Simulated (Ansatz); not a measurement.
The parent structure is Al in the fcc (Cu type) structure (space group Fm-3m, No. 225; a = 4.015 Å; relaxed with 0.1 eV smearing). Axes: x, y, z lie along the cube axes.

Calculations: PBEsol (Ansatz, a first-principles code; PAW; 420 eV plane waves; no spin-orbit coupling).

Modification: compressive biaxial strain of 1.00 % in the plane normal to [001], as in epitaxy on a mismatched substrate; the out-of-plane cell vector and the atoms relax.

### Question
How does this affect the in-plane stress and energy relative to the base?

### Answer
The mean in-plane stress (compression positive) comes out as +1.1 GPa; the energy increases by 1.1 meV/atom.

Stability against distortions was not tested.
